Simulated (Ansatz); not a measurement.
# A computed series for Al: pressure series

Consider Al in the fcc (Cu type) structure (space group Fm-3m, No. 225; a = 3.9907 Å).

Cell and atoms are relaxed at each pressure.

Calculations: r2SCAN (Ansatz, a quantum-chemistry and plane-wave program), scalar-relativistic without spin-orbit coupling, earlier PAW set.

```csv
pressure (GPa),volume per atom (Å³/atom)
-2,16.253
-1,16.065
0,15.889
1.8,15.600
4.2,15.251
9,?
18,13.789
30,12.927
45,12.117
```

### Question
Fit the third-order Birch–Murnaghan form P(V) = (3B₀/2)[(V₀/V)^(7/3) − (V₀/V)^(5/3)]·[1 + (3/4)(B₀′ − 4)((V₀/V)^(2/3) − 1)] (squares taken in P) to the rows shown and predict the withheld row.

### Answer
Least squares on the printed values gives V₀ = 15.891 Å³/atom, B₀ = 94.7 GPa, B₀′ = 4.1; this predicts 14.662 Å³/atom, and the run gives 14.659 Å³/atom, 0.003 lower.

Measured bulk modulus of Al: 80.8 GPa (static lattice; corrected from measurement; as listed in H. Levämäki et al., Physical Review B (2014)); the computed value is 17 % above it.

Load acts through the strain it causes; cell and atoms are relaxed under it. Stability against distortions was not tested. No other phases were tried under pressure.
